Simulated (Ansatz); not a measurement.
Functionals compared on NH2 on the 1x1 (110) surface of bcc Ta, one in a 2x2 cell, started at the site 'bridge Ta-Ta (span 2.9 Å)', in Ansatz (plane waves, PAW). The structure was relaxed with PBE; the other rows are single points on it, each with its references at the same level. Cutoff 420 eV (500 eV for r2SCAN).

Slab: 19 atoms, 6.8 Å thick at the start under the adsorbate (thin: gaps and levels are the slab's own); k 5x5x1, smearing 0.1 eV, dipole-corrected; 8 atoms held, the rest relaxed; held to the start's symmetry, so lower structures may exist; no spin, no spin-orbit, no U, no dispersion correction. At the end it is bonded to 2 Ta. In PBE it is, or lies within 0.03 eV of, the lowest of the starts that converged. These notes are the PBE run's. Adsorption energies are against NH3(g) − ½ H2(g). A negative adsorption energy means that the adsorbate is more stable on the surface than in its reference.

```json
[
 {"functional": "PBE", "adsorption energy (eV)": "-1.12", "work function of the top face (eV)": "3.49", "change of the work function (eV)": "-1.28", "rough cost of the single point": "–"},
 {"functional": "RPBE", "adsorption energy (eV)": "-0.91", "work function of the top face (eV)": "3.38", "change of the work function (eV)": "-1.27", "rough cost of the single point": "about 3 core-minutes (a rough figure)"},
 {"functional": "r2SCAN", "adsorption energy (eV)": "___", "work function of the top face (eV)": "___", "change of the work function (eV)": "___", "rough cost of the single point": "very roughly 7 core-minutes"}
]
```

Task: Complete the blanks.

Result: 
- r2SCAN, adsorption energy (eV): -1.38
- r2SCAN, work function of the top face (eV): 3.50
- r2SCAN, change of the work function (eV): -1.38

Ansatz is a quantum-chemistry and plane-wave program.
